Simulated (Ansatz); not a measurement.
Base system: BeS in the zinc blende structure (space group F-43m, No. 216; a = 4.838 Å). Axes: x, y, z lie along the cube axes.

It is then changed as follows: biaxial strain −0.41 %, plane normal [001], relaxed out of plane (Cartesian); in-plane vectors clamped, the third vector and the atoms free.

Levels (all Ansatz, a quantum-chemistry and plane-wave program, PAW): PBEsol (420 eV, spin-orbit coupling left out); r2SCAN (500 eV, no spin-orbit coupling); HSE06 (420 eV, no spin-orbit coupling).

One geometry, relaxed with PBEsol, under each level:

```json
[
 {"level": "PBEsol", "band gap": "2.86 eV", "lowest conduction level above the VBM at special points": "X 2.86 eV; M 2.92 eV; S 4.24 eV; S₀ 4.24 eV", "electron mass": "0.80 mₑ along k, 0.28 mₑ across (at X)", "pressure": "0.48 GPa"},
 {"level": "r2SCAN", "band gap": "…", "lowest conduction level above the VBM at special points": "…", "electron mass": "…", "pressure": "…"},
 {"level": "HSE06", "band gap": "4.00 eV", "lowest conduction level above the VBM at special points": "X 4.00 eV; M 4.06 eV; S 5.42 eV; Γ 6.85 eV", "electron mass": "–", "pressure": "–"}
]
```

Problem. Give the withheld r2SCAN results.

Solution. 
- r2SCAN, band gap: 3.50 eV
- r2SCAN, lowest conduction level above the VBM at special points: X 3.50 eV; M 3.56 eV; S 4.88 eV; S₀ 4.88 eV
- r2SCAN, electron mass: 0.78 mₑ along k, 0.28 mₑ across (at X)
- r2SCAN, pressure: 2.43 GPa

Single points use the geometry relaxed with PBEsol. Their cutoffs differ, which shifts pressures a little. HSE06 gaps are upper bounds (no full band path). Effective masses come from finite differences of ±0.01 Å⁻¹. Along k means along the line from Γ to the band edge. Whether these cells are dynamically stable was not tested. k-point labels follow each cell's own Brillouin zone.
